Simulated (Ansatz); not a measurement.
**ZnGeO3, response to strain**

Base system: ZnGeO₃ (space group R-3, No. 148; a = 4.982 Å, c = 13.830 Å (hexagonal axes); a cell from a computed database, its experimental status unchecked; layered).

Strains are applied to the cell and any free atomic positions relax.

Method: plane-wave PAW DFT at the PBEsol level (Ansatz, a quantum-chemistry and plane-wave program, 420 eV), no spin-orbit coupling.

Notes on the quantities. energy relative to the base: free energy F; pressure: mean of the normal stresses, compression positive.

```tsv
change	band gap	shortest interatomic distance	energy relative to the base	pressure	electron mass
base	2.38 eV	1.881 Å	0 meV/atom	-0.01 GPa	0.23 mₑ (at Γ)
isotropic strain −0.58 %	2.52 eV	1.872 Å	+1.8 meV/atom	3.44 GPa	0.24 mₑ (at Γ)
isotropic strain +0.35 %	2.30 eV	1.887 Å	+0.6 meV/atom	-1.93 GPa	0.22 mₑ (at Γ)
isotropic strain +0.68 %	___	1.893 Å	___	___	0.22 mₑ (at Γ)
```

Q: Complete the table.

A: 
- isotropic strain +0.68 %, band gap: 2.22 eV
- isotropic strain +0.68 %, energy relative to the base: +2.4 meV/atom
- isotropic strain +0.68 %, pressure: -3.64 GPa

Effective masses come from finite differences of ±0.01 Å⁻¹. No phonon test of stability was made. No dispersion term is included in the PBEsol runs.
